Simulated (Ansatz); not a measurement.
**MgI$_{2}$ in the CdI2 type structure (space group P-3m1, No. 164; layered, stacked along the Cartesian z axis)**

MgI₂ is modelled in the trigonal space group P-3m1 (No. 164), the CdI2 type structure, Pearson symbol hP3. Lattice parameters: a = b = 4.060 Å, c = 6.580 Å, α = β = 90.00°, γ = 120.00°. Mg on 1a has 6 I at 2.879 Å (octahedral). I on 2d has 3 Mg at 2.879 Å (trigonal pyramidal). (Neighbours: up to the widest gap in distance over summed covalent radii, below 1.35, at either atom; cation-cation and far metal-metal contacts left out.)

The values are results of Kohn–Sham DFT with the PBEsol-D3(BJ) functional, run in Ansatz (a quantum-chemistry and plane-wave program) with PAW and 420 eV plane waves, without spin-orbit coupling, not measurements. Γ-centred 9×9×5 mesh, Fermi–Dirac width 0.05 eV.

| Property | Value |
|---|---|
| Volume per atom | 31.31 Å³ |
| Density | 4.92 g/cm³ |
| Band gap | 3.34 eV, indirect, Γ → L–M (40 % along) |
| Hole mass | 0.19 mₑ along c, 2.5 mₑ across |
| Total energy | -5593.572 eV/atom (σ→0; compares only within this code and set-up) |

Spin-orbit coupling, missing from the scalar runs, can matter with I. Effective masses come from finite differences of ±0.01 Å⁻¹. No phonon test of stability was made.
